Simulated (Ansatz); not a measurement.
Abridged Ansatz (a program for electronic structure) output:

```
Relaxation: its limit of steps is 50 (relax.max_steps)
Pseudopotential: Pt, paw, valence charge 18
Crystal: 1 atoms, lattice volume = 15.621 Å³
Basis set: ecut = 420 eV, 319 PW (Γ), exchange–correlation on 40×40×40 points (8 copies of the dense FFT grid, shifted against one another)
Bands: 13, of which v1, the nominal top of the filled ones, is band 9 counted from 1 (8 counted from 0)
Symmetry: 12 space group operations
k-points: 2255 of 24389
Functional: x = pbesol(κ = 0.804, μ = 0.12345679012345678), c = pbesol(β = 0.046)
SCF iter   1: F=—  HF=-12383.827013 eV  |F-HF|=—  |Δ(HF+E_count)|=         —  Δρ=6.71e-3  dr2=5.53e-3  ethr=1.77e-3  ⟨swp⟩=5.0  Hψ=161149  notcnv=0
SCF iter   2: F=—  HF=-12383.825552 eV  |F-HF|=—  |Δ(HF+E_count)|=   1.46e-3  Δρ=3.05e-3  dr2=1.03e-3  ethr=3.07e-5  ⟨swp⟩=1.4  Hψ=50034  notcnv=0
SCF 1 converged in 6 iterations: F = -12383.825334 eV  dr2 = 1.19e-10
relax step   1: F+E_penalty+E_count = -12383.82533354 eV  Δ(F+E_penalty+E_count) = +0.000e0 eV  max|allowed force component| = 0.000e0 eV/Å  Δτ_max = 0.0000 Å  P = -9.164 GPa  Ω = 15.621 Å³  fix = [a, b, gamma]  reactions: a -10.920, b -10.920 GPa  (6 SCF iters, dr2 threshold 1.00e-7 eV, accepted)
[... steps on the carried basis left out ...]
relax step   4: F+E_penalty+E_count = -12383.82942483 eV  Δ(F+E_penalty+E_count) = -1.776e-5 eV  max|allowed force component| = 0.000e0 eV/Å  Δτ_max = 0.0000 Å  P = -5.347 GPa  Ω = 15.399 Å³  energy of the carried Pulay correction = +8.569e-5 eV  fix = [a, b, gamma]  reactions: a -8.021, b -8.021 GPa  (3 SCF iters, dr2 threshold 1.00e-7 eV, accepted)
Crystal: 1 atoms, lattice volume = 15.399 Å³
SCF iter   1: F=—  HF=-12383.829331 eV  |F-HF|=—  |Δ(HF+E_count)|=         —  Δρ=5.08e-5  dr2=6.94e-8  ethr=1.59e-8  ⟨swp⟩=2.8  Hψ=234781  notcnv=0
SCF iter   2: F=—  HF=-12383.829331 eV  |F-HF|=—  |Δ(HF+E_count)|=   1.85e-7  Δρ=2.22e-5  dr2=1.18e-8  ethr=3.85e-10  ⟨swp⟩=1.2  Hψ=31551  notcnv=0
SCF 5 converged in 6 iterations: F = -12383.829331 eV  dr2 = 1.22e-14
SCF converged after 6 iterations
Free energy (F): -12383.829331 eV
Internal energy: -12383.775951 eV  (E = F + TS)
E sigma→0 (E₀):  -12383.802641 eV
Entropy (-TS):   -0.053380 eV (-53.380 meV/atom)
Fermi energy:    22.587695 eV
--- Forces (eV/Å), atoms counted from 1 ---
  atom   1  Pt     0.00000000     0.00000000     0.00000000
--- Stress (GPa, compression-positive) ---
       -8.017427       0.000000       0.000000
        0.000000      -8.017427      -0.000000
        0.000000      -0.000000       0.009820
  P = ⅓ Tr σ = -5.3417 GPa (-53.417 kbar)
--- Relaxed structure (4 steps of the walk, 4 accepted, 1 SCFs on fresh bases) ---
  cell:  # Å, volume = 15.3992 Å³
    - [2.840996960626571, 6.145238485082836e-51, -3.009611493687602e-34]
    - [1.4204984803132854, 2.460375539976989, 3.200203686360315e-17]
    - [1.4204984803132854, -0.8201251799923297, 2.203051420575973]
  atoms:
    - { symbol: Pt, position: [0.0, 0.0, 0.0] }
```

What was computed, and what are the main results?

Pt, 1 atom in the cell, with PBEsol (Ansatz), no SOC. The last SCF converged to F = -12383.829331 eV, or -12383.8293 eV per atom, at a pressure of -5.34 GPa. The total energy compares only with runs of the same code, potentials and settings.

The cells carry an imposed strain or load. Whether these cells are dynamically stable was not tested. All final runs are without spin polarisation. The cell was made from Pt in the fcc (Cu type) structure (space group Fm-3m, No. 225) by this change: biaxial strain +2.50 %, plane normal [111], relaxed out of plane. Pt lies near a magnetic instability that expansion can trigger; it was not tested.

Keys are those of Ansatz 0.2.
